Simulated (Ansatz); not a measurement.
**In₂Au (space group Fm-3m, No. 225)**

```cif
data_Au4In8
_chemical_formula_sum 'In8 Au4'
_space_group_name_H-M_alt 'Fm-3m'
_space_group_IT_number 225
_space_group_name_Hall '-F 4 2 3'
_cell_length_a 6.53869
_cell_length_b 6.53869
_cell_length_c 6.53869
_cell_angle_alpha 90.000
_cell_angle_beta 90.000
_cell_angle_gamma 90.000
loop_
_atom_site_label
_atom_site_type_symbol
_atom_site_symmetry_multiplicity
_atom_site_Wyckoff_symbol
_atom_site_fract_x
_atom_site_fract_y
_atom_site_fract_z
_atom_site_occupancy
In1 In 8 c 0.25000 0.25000 0.25000 1
Au1 Au 4 a 0.00000 0.00000 0.00000 1
```
(The calculation used a cell of 3 atoms; values per cell refer to that cell.)

Level of theory: Ansatz (a first-principles code) PBEsol, no spin-orbit coupling. Settings: 12×12×12 k-points, 0.05 eV Fermi–Dirac smearing.

| Quantity | Value |
|---|---|
| Volume per atom | 23.30 Å³ |
| Density | 10.14 g/cm³ |
| Band gap | zero |
| Total energy | -8019.554 eV/atom (σ→0; compares only within this code and set-up) |

No phonon test of stability was made.
